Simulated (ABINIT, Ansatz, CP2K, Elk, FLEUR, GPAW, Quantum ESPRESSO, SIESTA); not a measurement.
One structure in several programs: Nb (Im-3m, 1 atom in the cell)

Self-consistent single point, at a second geometry (lattice scaled by 0.98). First geometry:

```
CELL_PARAMETERS angstrom
     -1.65649     1.65649     1.65649
      1.65649    -1.65649     1.65649
      1.65649     1.65649    -1.65649
ATOMIC_POSITIONS crystal
  Nb 0.00000 0.00000 0.00000
```

Shared settings, as Ansatz (a program for electronic structure) writes them: kpoints.mp_grid.grid = 9 9 9; scf.occupations.method = fermi_dirac; scf.occupations.width = 0.05 eV. Potentials and cutoffs stand in the table.

```csv
code,model,ΔF from the first geometry (meV/atom),pressure (GPa),cutoff
FLEUR,"PBE, all-electron FLAPW (FLEUR), scalar-relativistic valence",34.1,–,Kmax 4 1/bohr
GPAW,"PBE, GPAW PAW datasets PBE (gpaw-data 1.0.1)",26.3,9.67,550 eV
ABINIT,"PBE, norm-conserving pseudopotentials (PseudoDojo nc-sr-05 PBE standard)",32.6,10.83,41 Ha
Ansatz,"PBE, PAW files",31.5,10.67,420 eV
Quantum ESPRESSO,"PBE, PseudoDojo standard norm-conserving (PBE) pseudopotentials",32.6,10.87,85 Ry
CP2K,"PBE, GPW, DZVP-MOLOPT-SR-GTH basis, GTH-PBE potentials (GTH_POTENTIALS)",28.4,10.19,grid 500 Ry
Elk,"PBE, all-electron FP-LAPW, Elk's shipped species files, default APW+lo basis",39.1,–,rgkmax 7
SIESTA,"GGA PBE, numerical atomic orbitals DZP, PseudoDojo PBE standard norm-conserving potentials (rewritten from UPF to PSML)",21.8,9.55,grid 400 Ry
```

A dash marks a value that a program does not give, or that is left out as unsure.

On Ansatz's run: spin polarisation is off.

The spread over the programs that give each value: ΔF from the first geometry within 17.3 meV/atom; pressure within 1.32 GPa.

CP2K and SIESTA use small atom-centred bases, whose incompleteness enters pressures, forces and empty levels differently from a plane-wave cutoff. FLEUR and Elk treat all electrons, but the usual bases taken here (sphere radii, linearisation, local orbitals, empty states) were not tested for convergence, so the values are no reference for the others. Ansatz's pressure is given at a fixed set of plane waves, as the other plane-wave codes print theirs. In the pressure, GPAW (by 1.09) and SIESTA (by 1.20) lie more than 1 GPa from the median of the plane-wave programs.

The starting cell comes from a database of computed structures (which also holds hypothetical and non-ambient phases and stackings), without a prior relaxation at this level. Its lattice was rescaled by a random factor within 2.5 % of one. For this run, on top of that: lattice scaled by 0.98.

Keys are those of Ansatz 0.2.
